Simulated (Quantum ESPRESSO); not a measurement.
# Refining one setting for Cd₃Se (I4/mmm, 4 atoms in the cell)

```
Cd3Se
1.0
   -2.04095     2.04095     6.08708
    2.04095    -2.04095     6.08708
    2.04095     2.04095    -6.08708
Cd Se
3 1
Direct
  0.75000   0.25000   0.50000
  0.25000   0.75000   0.50000
  0.50000   0.50000   0.00000
  0.00000   0.00000   0.00000
```

Level of theory: PBEsol, GBRV 1.5 ultrasoft (PBESOL) pseudopotentials (plane waves; Quantum ESPRESSO 7.5).

The starting cell comes from a database of computed structures (which also holds hypothetical and non-ambient phases and stackings), without a prior relaxation at this level. In the base run, with a pressure of about -4 GPa the cell is away from its equilibrium volume at this level. The run gives no clean gap (levels at the Fermi energy touch, overlap or are partly filled at this smearing), which alone does not show that the compound is a metal.

Held fixed: ecutwfc = 40 Ry; ecutrho = 200 Ry; occupations = smearing; smearing = fermi-dirac; degauss = 0.0073499 Ry; potentials = {Cd: cd_pbesol_v1.uspp.F.UPF, Se: se_pbesol_v1.uspp.F.UPF}; K_POINTS = automatic 9 9 9 0 0 0; mixing_beta = 0.7.

ΔF is the free energy per atom less that of the last row (7.3e-14 Ry).

| conv_thr | ΔF (meV/atom) | pressure (GPa) | iterations |
|---|---|---|---|
| 0.0073 Ry | 1.83 | -2.92 | 4 |
| 0.00073 Ry | 0.63 | -6.06 | 5 |
| 7.3e-05 Ry | 0.12 | -4.06 | 6 |
| 7.3e-06 Ry | 0.01 | -4.11 | 7 |
| 7.3e-07 Ry | 0.00 | -3.83 | 8 |
| 7.3e-08 Ry | 0.00 | -3.87 | 9 |
| 7.3e-10 Ry | 0.00 | -3.89 | 11 |
| 1e-10 Ry | 0.00 | -3.89 | 11 |
| 7.3e-12 Ry | 0.00 | -3.89 | 12 |
| 7.3e-14 Ry | 0.00 | -3.89 | 13 |

Energy within 0.5 meV/atom of the last row: from conv_thr = 7.3e-05 Ry on; the one before it is off by 0.63 meV/atom.
